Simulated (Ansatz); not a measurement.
# As on a Ga site (middle of the slab) in a 2x2 cell of the 1x1 (10-10) surface of wurtzite GaN (cut with top plane Ga + N)

Host crystal: wurtzite GaN, with a band gap (PBE, scalar-relativistic without spin-orbit coupling).

Method: PBE (plane waves to 420 eV, PAW; Ansatz, a quantum-chemistry and plane-wave program).

Set-up: 64 atoms, 9.3 Å thick at the start (thin: gaps and levels are the slab's own); mesh 3x2x1; 0.01 eV smearing; dipole correction on; 16 atoms held, the rest relaxed; held to the start's symmetry, so lower structures may exist; no spin, no spin-orbit, no U.

| Property | Result |
|---|---|
| formation energy against rhombohedral As, alpha gallium | 3.64 eV |
| change of the step from the bottom to the top vacuum level, against the clean slab | 0.27 eV |
| energy released by relaxation | 0.57 eV |
| largest move of a host atom | 0.62 Å |
